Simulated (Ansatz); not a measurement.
The parent structure is CdSe in the wurtzite structure (space group P6_3mc, No. 186; a = 4.383 Å, c = 7.154 Å).

All numbers come from PBE, PAW, 420 eV (Ansatz, a program for electronic structure; spin-orbit coupling left out).

Base values:

```
Quantity                              Value
---------------------  --------------------
Pressure                           0.00 GPa
Valence-band top at Γ  0.00, 0.00, -0.04 eV
```

Perturbation: the cell is scaled by 1.0240 in all directions; the atoms relax in the strained cell.

What happens to the pressure?

The pressure (mean of the normal stresses, compression positive) goes from zero to -2.68 GPa.

Predict the new electron mass.

The electron mass amounts to 0.045 mₑ (at Γ).

What does the calculation give for the mean gap deformation potential ΔEg/Δln V after the change?

The mean gap deformation potential ΔEg/Δln V comes out as -2.2 eV.

What does the calculation give for the valence-band top at Γ after the change?

The valence-band top at Γ (three highest levels, from the VBM) changes from 0.00, 0.00, -0.04 eV to 0.00, 0.00, -0.03 eV.

Masses are band curvatures over ±0.01 Å⁻¹ around the edge. Whether these cells are dynamically stable was not tested.
